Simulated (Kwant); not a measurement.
Device: wire with a side stub in a InSb two-dimensional gas. Effective mass 0.014 mₑ, grid spacing 6.7 nm, hard walls, nominal width 200 nm (29 grid rows, so walls 201 nm apart), one parabolic valley, scattering region 600 nm long along x; energies count from the band bottom; Fermi energy swept from 0.00053719 to 0.0063791 eV. Closed stub on one side, 260 nm wide and 240 nm deep.

Constants are typed, rounded textbook-type inputs, not results; the design itself was drawn at random and stands for no fabricated device.

Model: effective-mass tight-binding model on a square grid, one spin, coherent transport at 0 K (Kwant). Conductance is in e²/h.

Question: How many channels do the leads carry at E = 2.11 meV?

Answer: The hard-wall thresholds are n² ħ²π²/(2mW²) = n² × 0.665 meV with W = 201 nm. √(2.11/0.665) = 1.78, so 1.
